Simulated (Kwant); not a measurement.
Model system: stadium cavity between two wires in a CdTe two-dimensional gas. Effective mass 0.096 mₑ, grid spacing 6.7 nm, hard walls, nominal width 80 nm (11 grid rows, so walls 80.4 nm apart), one parabolic valley, scattering region 720 nm long along x; energies count from the band bottom; Fermi energy swept from 0.00048962 to 0.0073443 eV. Cavity of radius 160 nm, straight part 160 nm, centre moved sideways by 0 nm.

Constants are typed, rounded textbook-type inputs, not results; the design itself was drawn at random and stands for no fabricated device.

Model: effective-mass tight-binding model on a square grid, one spin, coherent transport at 0 K (Kwant). Conductance is in e²/h.

### Question
How many channels do the leads carry at E = 3.31, 3.77, 3.89 meV?

### Answer
The hard-wall thresholds are n² ħ²π²/(2mW²) = n² × 0.606 meV with W = 80.4 nm. √(3.31/0.606) = 2.34, so 2. √(3.77/0.606) = 2.50, so 2. √(3.89/0.606) = 2.53, so 2.
